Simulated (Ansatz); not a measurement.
The reference is Zr in the hcp (Mg type) structure (space group P6_3/mmc, No. 194; a = 3.184 Å, c = 5.117 Å).

Calculations: DFT with PBEsol, PAW potentials and a 420 eV plane-wave cutoff in Ansatz (a quantum-chemistry and plane-wave program), no spin-orbit coupling.

For the base:

- Band gap = zero
- Lattice parameter a = 3.184 Å

Modification: a hydrostatic pressure of 0.9 GPa.

Predict the new band gap and lattice parameter a.

The band gap is still zero; the lattice parameter a decreases by 0.010 Å (3.184 Å → 3.174 Å).

Load acts through the strain it causes; cell and atoms are relaxed under it. Stability against distortions was not tested. All final runs are without spin polarisation.
